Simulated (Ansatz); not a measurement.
Abridged Ansatz (a program for electronic structure) output:

```
Pseudopotential: Sn, paw, valence charge 14
Pseudopotential: Se, paw, valence charge 16
Crystal: 8 atoms, lattice volume = 195.654 Å³
Basis set: ecut = 420 eV, 3811 PW (Γ), exchange–correlation on 160×60×60 points (8 copies of the dense FFT grid, shifted against one another)
Bands: 68, of which v1, the nominal top of the filled ones, is band 60 counted from 1 (59 counted from 0)
Symmetry: 8 space group operations
k-points: 50 of 192
Functional: x = pbesol(κ = 0.804, μ = 0.12345679012345678), c = pbesol(β = 0.046)
SCF iter   1: F=—  HF=-45502.323935 eV  |F-HF|=—  |Δ(HF+E_count)|=         —  Δρ=3.03e-3  dr2=2.30e-2  ethr=1.77e-3  ⟨swp⟩=6.5  Hψ=12827  notcnv=0  defer=4
SCF iter   2: F=—  HF=-45502.311664 eV  |F-HF|=—  |Δ(HF+E_count)|=   1.23e-2  Δρ=1.35e-3  dr2=3.53e-3  ethr=1.91e-5  ⟨swp⟩=2.9  Hψ=7006  notcnv=0  defer=50
SCF 1 converged in 9 iterations: F = -45502.310935 eV  dr2 = 8.35e-11
SCF converged after 9 iterations
Free energy (F): -45502.310935 eV
Internal energy: -45502.310006 eV  (E = F + TS)
E sigma→0 (E₀):  -45502.310470 eV
Entropy (-TS):   -0.000929 eV (-0.116 meV/atom)
Fermi energy:    10.402482 eV
  E_disp       = -2.943311  (pairwise vdW)
--- Forces (eV/Å), atoms counted from 1 ---
  atom   1  Sn     0.00017930    -0.00000000     0.00011865
  atom   2  Sn    -0.00017930    -0.00000000     0.00011865
  atom   3  Sn    -0.00017930     0.00000000    -0.00011865
  atom   4  Sn     0.00017930     0.00000000    -0.00011865
  atom   5  Se     0.00115296    -0.00000000     0.00088118
  atom   6  Se    -0.00115296    -0.00000000     0.00088118
  atom   7  Se    -0.00115296     0.00000000    -0.00088118
  atom   8  Se     0.00115296     0.00000000    -0.00088118
--- Stress (GPa, compression-positive) ---
        0.001168       0.000000       0.000000
        0.000000      -0.006950      -0.000000
        0.000000      -0.000000      -0.004121
  P = ⅓ Tr σ = -0.0033 GPa (-0.033 kbar)
```

Task: What was computed, and what are the main results?

Result: SnSe, 8 atoms in the cell, with DFT with PBEsol-D3(BJ), PAW potentials and a 420 eV plane-wave cutoff in Ansatz, no spin-orbit coupling. The last SCF converged to F = -45502.310935 eV, or -5687.7889 eV per atom, at a pressure of 0.00 GPa. The total energy compares only with runs of the same code, potentials and settings.

Stability against distortions was not tested. The cell is SnSe in the GeS type structure (space group Pnma, No. 62). The D3 term's C6 switches between coordination references near this geometry, which can add small steps to energies.
